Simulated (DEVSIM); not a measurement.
Ge p-i-n diode

Structure: Ge p-i-n diode, at 300 K.

| layer (left to right) | material | thickness (μm) | Nd (cm⁻³) | Na (cm⁻³) | τn (s) | τp (s) |
|---|---|---|---|---|---|---|
| 1 | Ge | 0.790 | - | 1.7e18 | 2.9e-5 | 2.9e-5 |
| 2 | Ge | 0.470 | 6.3e12 | - | 2.9e-5 | 2.9e-5 |
| 3 | Ge | 0.380 | 1.3e17 | - | 2.9e-5 | 2.9e-5 |

Left contact: ohmic. Right contact: ohmic. Voltage is applied to the left contact. Recombination: SRH at mid-gap, radiative, Auger. Mobility is μmin + (μ − μmin)/(1 + (N/Nref)^α).

This is a model device: material constants are rounded textbook-type values typed into the input, and sizes, dopings and lifetimes were drawn at random. Values at 300 K.

```tsv
parameter	Ge
gap (eV)	0.664
affinity (eV)	4
permittivity	16
Nc (cm⁻³)	1.04e19
Nv (cm⁻³)	6e18
μn (cm²/Vs)	3900
μp (cm²/Vs)	1900
μn,min	150
μp,min	100
Nref,n	2.6e17
Nref,p	4e17
αn	0.56
αp	0.6
B (cm³/s)	6.4e-14
Cn (cm⁶/s)	1e-31
Cp (cm⁶/s)	1e-31
```

Model (solved in DEVSIM): 1D drift-diffusion, Boltzmann statistics, complete ionisation; no tunnelling, impact ionisation, image-force lowering or self-heating.

| Quantity | Result |
|---|---|
| Potential step across the device at zero bias | 0.518 V |
| Dark forward voltage at 1 A/cm² | 0.197 V |
| Dark forward voltage at 100 A/cm² | 0.317 V |

Dark forward current:

(V (V), J (A/cm²)): (0.05, 0.0029); (0.10, 0.023); (0.15, 0.16); (0.20, 1.1); (0.25, 7.7); (0.30, 52); (0.35, 340); (0.40, 1900); (0.45, 8500)

Small-signal capacitance in reverse bias (quasi-static):

```
V (V)  C (nF/cm²)
-----  ----------
-0.1         34.6
-0.25        32.5
-0.5         30.9
-0.75        30.1
-1           29.5
-1.5         28.8
-2           28.2
-2.5         27.7
-3.25        27.1
```
